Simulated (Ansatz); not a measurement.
A periodic model of amorphous Si30N40W:

```
WN40Si30
1.0
    9.41546    -0.07002     0.11959
   -0.07002     9.73962     0.24483
    0.11959     0.24483     9.14616
Si N W
30 40 1
Cartesian
  7.31032   0.98908   6.53530
  2.54834   8.96176   5.46479
  0.52426   7.12386   0.21108
  0.58671   9.89027   7.59906
  4.49203   8.16078   3.60690
  8.73043   4.34289   0.87966
  6.82400   8.52196   3.95797
  9.19149   5.97140   3.06742
  5.08908   9.12399   7.51091
  3.52501   6.36832   1.36746
  8.83084   2.51521   5.48015
  3.00732   2.12634   4.37305
  5.89457   2.95110   4.40103
  1.89455   4.08153   2.35809
  9.25717   7.47992   5.54254
  5.44184   1.38010   2.42627
  2.34423   6.28831   4.38204
  2.66133   7.16450   7.28238
  8.34153   5.36189   7.53335
  3.89310   4.33835   6.26094
  7.53352   8.15590   7.78445
  5.98979   5.58649   3.93348
  8.96026   8.81425   2.55781
  5.63645   1.66504   8.92537
  0.73963   1.51299   3.61941
  8.10016   3.05003   8.16685
  1.09948   1.85865   0.56321
  3.88697   3.67615   0.36752
  3.23731   2.06753   7.41899
  5.87247   8.44222   1.25431
  0.50303   0.73288   2.01431
  9.07979   8.67332   8.65990
  2.80408   5.52590   2.85045
  7.52743   5.51006   3.20634
  2.07600   0.68602   4.58187
  5.34747   4.45136   5.18476
  8.07026   6.86596   6.68353
  4.50809   2.19546   3.67269
  7.22525   4.49357   8.59675
  4.59016   0.98836   7.69785
  7.09301   2.12622   5.30285
  2.41872   7.13005   9.03663
  5.72602   7.20954   4.39400
  9.05797   1.03148   6.50083
  6.62469   9.17495   6.59931
  3.69049   8.49357   6.75913
  2.91621   5.82024   6.08225
  3.87768   3.66693   7.86740
  2.90169   7.91640   4.17457
  1.80077   1.24249   8.21087
  3.09709   2.81551   5.87888
  1.75828   2.91272   3.54857
  5.15705   2.66471   0.91723
  2.34698   3.08364   0.99568
  8.80571   3.82717   6.69135
  6.06547   8.18310   8.74382
  9.14484   2.73239   0.28084
  1.23136   8.27532   6.44395
  4.45978   7.67721   1.94967
  9.31665   5.87871   8.89041
  4.54932   5.17322   0.77353
  8.56055   8.59651   4.36736
  6.70765   2.74535   2.79936
  0.36648   4.70469   2.08995
  7.29578   8.46508   2.23515
  5.45339   9.61265   3.83032
  0.31579   7.41490   1.91318
  5.50011   0.33546   1.06134
  7.10823   1.68534   8.08820
  0.59656   6.30760   4.49130
  6.41369   4.28602   1.75583
```

Methods: PBE, scalar-relativistic without spin-orbit coupling (Ansatz, an electronic-structure program); r2SCAN, scalar-relativistic without spin-orbit coupling (Ansatz); HSE06, scalar-relativistic without spin-orbit coupling (Ansatz). Neutral PBE cell, which sets geometry, pressure and energy: sampling: a 2×2×2 Γ-centred mesh; Fermi-Dirac width 0.02 eV; no spin polarisation. The usual formal charges leave 6 electrons over, so the level spacing at the Fermi energy parts defect or band states and needn't be the band gap. Exact exchange is cut at the faces of this 9 Å cell, which leaves hybrid gaps a finite-size error.

Preparation: random packing, a CHGNet melt and quench, and a DFT relaxation. N atoms were pushed apart under 1.9 Å during the dynamics, to hinder bonds among them. The hot cell started wider than the set density and was brought back towards it in steps. It is the lowest in DFT energy of 2 quenches. It is a model cell: composition and starting density were chosen by hand, and all elements were melted together. No dispersion term was used. Its density started from a set value of 3.27 and ended at 3.14 g/cm³. The simulated quench (nominally 450 K/ps over its main leg) is rapid and tends to freeze in more defects than a deposited or slowly cooled glass has. Values belong to this one cell and scatter from quench to quench. Volume and shape were free in the relaxation. Cycles of charging lowered its energy after that relaxation.

Question: Give the pressure, the energy against reference phases and the spacing of the highest filled and lowest empty levels.

Answer: 
The pressure on a 2×2×2 Γ-centred mesh is 0.43 GPa, the largest force and stress component on that mesh (the relaxation ran on the zone centre alone) comes out as 0.09 eV/Å and 0.8 GPa and the energy relative to beta Si3N4 + bcc W (lowest mix at this level among the phases computed, not always the ambient ones) is 0.396 eV/atom. The level spacing at the Fermi energy on a 2×2×2 Γ-centred mesh (PBE) is 1.52 eV, the level spacing at the Fermi energy at the zone centre (PBE) comes out as 1.71 eV and the level spacing at the Fermi energy at the zone centre (r2SCAN) is 2.00 eV. The level spacing at the Fermi energy at the zone centre (HSE06) is 2.85 eV. The distance between the nearest levels spread over more than a fifth of the atoms or a third of the atoms of their main element (six at least) (PBE, zone centre) is 1.78 eV.

Question: At PBE and the zone centre, how localised are the states just below and above the Fermi level (participation number: the atoms over which a state spreads)?

Answer: The highest filled state is spread over 9.0 atoms' worth, largest on W71, with weights by element (charge in smoothed Voronoi cells) N 0.55, W 0.24, Si 0.21. The lowest empty state is spread over 3.4 atoms' worth, largest on W71, with weights by element (charge in smoothed Voronoi cells) W 0.52, N 0.33, Si 0.15.

At PBE the levels at the empty edge of the gap are localised (band-tail or defect states).

Bonds are counted up to Si-Si 2.60 Å, Si-N 2.26 Å, Si-W 2.74 Å, N-N 1.70 Å, N-W 2.56 Å, W-W 3.04 Å. Two cations that share two anions don't count as bonded, nor two that share one unless they lie closer than Si-Si 2.38 Å, Si-W 2.66 Å, W-W 2.95 Å.

Added carriers, by PBE, scalar-relativistic without spin-orbit coupling (Ansatz) on the zone centre alone. Charged cells keep the cell fixed and stand in a uniform background, with no image correction, at a width of 0.01 eV; where the count is odd the moment is locked at 1 μB, unless the neutral cell bore moments. Each starts from the undistorted neutral geometry alone. PBE's self-interaction favours spread-out carriers, so it can miss traps that a hybrid finds.

Question: What happens at PBE when the cell takes an extra electron and the atoms relax?

Answer: Relaxation lowers the charged cell by 0.23 eV. The largest moves are Si11 0.17 Å, N55 0.14 Å, N52 0.14 Å, N31 0.12 Å. The level that holds the added charge spreads over 7.3 atoms' worth, most on Si11 (weight 0.26): a partly localised carrier. No bond crosses its cut-off with a change of over 0.15 Å (metal-metal contacts aside). Made neutral again at that geometry, the cell lies +0.48 eV from the neutral start.

Question: What happens at PBE when the cell takes a hole and the atoms relax?

Answer: Relaxation lowers the charged cell by 0.49 eV. The largest moves are N39 0.34 Å, Si6 0.30 Å, N60 0.29 Å, W71 0.11 Å. The level that was emptied spreads over 4.3 atoms' worth, most on W71 (weight 0.46): a localised (trapped) carrier, which neighbours of that atom can share. No bond crosses its cut-off with a change of over 0.15 Å (metal-metal contacts aside). Made neutral again at that geometry, the cell lies +0.93 eV from the neutral start (a closed shell was imposed there, with levels 0.33 eV apart, so this is an upper bound).

Ahead of the cycles of charging, a PBE run started with 1 μB on atoms that lack a bond or may hold spare charge lost its moments; other starts weren't tried.
